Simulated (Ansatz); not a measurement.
Functionals compared on a constructed model of the (111) surface of fcc Ni, ferromagnetic, a pseudomorphic layer of Al in the host's stacking (bottom of the slab: a bare face, its two planes held), in Ansatz (plane waves, PAW). The structure was relaxed with PBE; the other rows are single points on it. Cutoff 420 eV.

Model: 7-atom slab, 12.3 Å thick at the start, 17x17x1 mesh, Fermi-Dirac 0.1 eV, dipole correction, 2 atoms held, the rest relaxed; start symmetry kept, larger cells not searched; spin-polarised, ending with about 3.3 μB a cell; orders that need a larger cell were not tried, no spin-orbit, no U. In PBE it lies 0.02 eV a 1x1 cell over the lowest computed structure of the same composition (a pseudomorphic layer of Al in the other hollow). These notes are the PBE run's.

```json
[
 {"functional": "PBE", "work function of the top face (eV)": "4.12", "magnetic moment of the cell (μB)": "3.25", "rough cost of the single point": "–"},
 {"functional": "RPBE", "work function of the top face (eV)": "___", "magnetic moment of the cell (μB)": "3.30", "rough cost of the single point": "roughly 2.0 core-minutes"}
]
```

Task: Some entries are withheld; supply them.

Result: 
- RPBE, work function of the top face (eV): 4.04

Ansatz is an electronic-structure program.
